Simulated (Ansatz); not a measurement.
Input:

```
CELL_PARAMETERS angstrom
      4.66456     0.00000     0.00000
      2.33228     4.03963     0.00000
      2.33228    -1.34654     4.43840
ATOMIC_POSITIONS crystal
  Al 0.70099 0.64951 0.94852
  Al 0.70099 0.14951 0.44852
  Al 0.29901 0.35049 0.05148
  Al 0.29901 0.85049 0.55148
  O  0.50000 0.44196 0.25000
  O  0.80804 0.75000 0.25000
  O  0.50000 0.55804 0.75000
  O  0.80804 0.94196 0.75000
  O  0.19196 0.25000 0.75000
  O  0.19196 0.05804 0.25000
```

No spin polarisation.

Calculations: PBE, PAW, 420 eV (Ansatz, a program for electronic structure; scalar-relativistic without spin-orbit coupling). k-mesh 8×8×8 (Γ-centred); smearing 0.05 eV (Fermi–Dirac).

Problem. Predict the in-plane stress, gap character and width of the top valence band.

Solution. 
- Mean in-plane stress (compression positive): +18.2 GPa
- Gap character: direct at Γ
- Width of the top valence band: 0.68 eV

The cells carry an imposed strain or load. Stability against distortions was not tested. The cell was made from Al2O3 in the corundum structure (space group R-3c, No. 167) by this change: biaxial strain −3.00 %, plane normal [001], relaxed out of plane.
